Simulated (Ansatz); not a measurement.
Results of LDA (PAW; Ansatz, an electronic-structure program) for CsCl-type SrO (model structure).

Settings: plane-wave cutoff 500 eV, 14×14×14 k mesh, Fermi–Dirac smearing 0.05 eV, scalar-relativistic PAW data made under PBE.

Cell (relaxed at this level):

Space group Pm-3m (No. 221); a = b = c = 3.0398 Å, α = β = γ = 90.00°

| atom | site | symmetry | x | y | z |
|---|---|---|---|---|---|
| Sr | 1a | m-3m | 0.0000 | 0.0000 | 0.0000 |
| O | 1b | m-3m | 0.5000 | 0.5000 | 0.5000 |

Estimate the band gap that the calculation returns.


band gap: 2.65 eV (on the SCF k mesh)

Note: the relaxation could raise the start's symmetry but not lower it, so the cell can be a saddle point.

Spin–orbit coupling is not included.

It cost very roughly 11 core-seconds of CPU time.

A model structure was made by putting elements into a prototype or built by hand; it is no filed structure, need not be a known phase, and can be a saddle point held by its symmetry.
